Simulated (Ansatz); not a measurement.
Take LiF in the rock salt structure (space group Fm-3m, No. 225; a = 4.008 Å) as the base. Axes: x, y, z lie along the cube axes.

Structures relaxed with PBEsol (Ansatz, an electronic-structure program; PAW; 420 eV plane waves; no spin-orbit coupling).

Base:

Simulated powder pattern, Cu Kα1, λ = 1.54056 Å (kinematic, ideal powder, no thermal factors, no anomalous dispersion; the 14 strongest lines at most, above 2 %, up to 2θ = 90°):

```json
[
 {"2θ (°)": "38.89", "I/Imax (%)": "75", "hkl": "(111)"},
 {"2θ (°)": "45.21", "I/Imax (%)": "100", "hkl": "(200)"},
 {"2θ (°)": "65.86", "I/Imax (%)": "50", "hkl": "(220)"},
 {"2θ (°)": "79.20", "I/Imax (%)": "12", "hkl": "(311)"},
 {"2θ (°)": "83.48", "I/Imax (%)": "14", "hkl": "(222)"}
]
```

One thing is altered: biaxial strain −0.83 %, plane normal [111], relaxed out of plane (Cartesian); in-plane vectors clamped, the third vector and the atoms free.

Q: Where do the lines fall after the change?

A: 
Simulated powder pattern, Cu Kα1, λ = 1.54056 Å (kinematic, ideal powder, no thermal factors, no anomalous dispersion; the 14 strongest lines at most, above 2 %, up to 2θ = 90°):

| 2θ (°) | I/Imax (%) | hkl |
|---|---|---|
| 38.76 | 19 | (111) |
| 39.18 | 55 | (1 1 -1) |
| 45.43 | 100 | (200) |
| 65.91 | 25 | (220) |
| 66.48 | 24 | (2 0 -2) |
| 79.16 | 3.1 | (311) |
| 79.70 | 6.0 | (3 1 -1) |
| 79.96 | 3.0 | (1 1 -3) |
| 83.15 | 3.7 | (222) |
| 84.21 | 11 | (2 2 -2) |

The indices refer to the base's conventional cell; one index is shown for lines that coincide. The space group is now R-3m (No. 166).

Whether these cells are dynamically stable was not tested.
